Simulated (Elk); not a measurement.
Band structure of TiNb (Cmmm, 2 atoms in the cell).

```xyz
2
Lattice="1.6410 -2.3180 0.0000 1.6410 2.3180 0.0000 0.0000 0.0000 4.6460" Properties=species:S:1:pos:R:3 pbc="T T T"
Ti     1.6410     0.0000     2.3230
Nb     0.0000     0.0000     0.0000
```

Level of theory: PBEsol, all-electron FP-LAPW, Elk's shipped species files, APW+lo basis with extra local orbitals run with Elk.

Settings: xctype = 22; rgkmax = 8; stype = 0; swidth = 0.00999582 Ha; ngridk = 12 12 7; gmaxvr = 16 1/bohr; nxlo = 2; lorbcnd = true; rmtscf = 0.97; lmaxi = 2.

The starting cell comes from a database of computed structures (which also holds hypothetical and non-ambient phases and stackings), without a prior relaxation at this level. Spin polarisation is off. Values depend on the basis (sphere radii, cutoffs, local orbitals), which need not be converged.

Levels in eV from the Fermi level, bands 9 to 16:
| point | 9 | 10 | 11 | 12 | 13 | 14 | 15 | 16 |
|---|---|---|---|---|---|---|---|---|
| Γ | -5.95 | -3.19 | -1.18 | 0.73 | 0.73 | 0.75 | 1.68 | 2.72 |
| X | -2.46 | -2.32 | -1.98 | -1.18 | 0.40 | 2.77 | 2.86 | 3.14 |
| S | -2.58 | -1.64 | -1.54 | -0.79 | -0.41 | 0.23 | 2.48 | 3.08 |
| R | -3.35 | -3.06 | -1.25 | -0.67 | 1.31 | 2.08 | 2.78 | 2.88 |
| A | -1.75 | -1.70 | -1.16 | -0.73 | -0.68 | -0.49 | 3.11 | 3.13 |
| Z | -4.21 | -3.84 | -0.77 | -0.25 | 0.18 | 0.49 | 2.33 | 2.40 |
| Y | -3.54 | -2.97 | -2.56 | -1.00 | 1.64 | 2.92 | 3.41 | 4.02 |
| X1 | -2.46 | -2.32 | -1.98 | -1.18 | 0.40 | 2.77 | 2.86 | 3.14 |
| A1 | -1.75 | -1.70 | -1.16 | -0.73 | -0.68 | -0.49 | 3.11 | 3.13 |
| T | -2.90 | -2.06 | -1.48 | -0.78 | 0.82 | 1.20 | 1.73 | 1.94 |

Bands cross the Fermi level along this path, so the cell is metallic at this level.
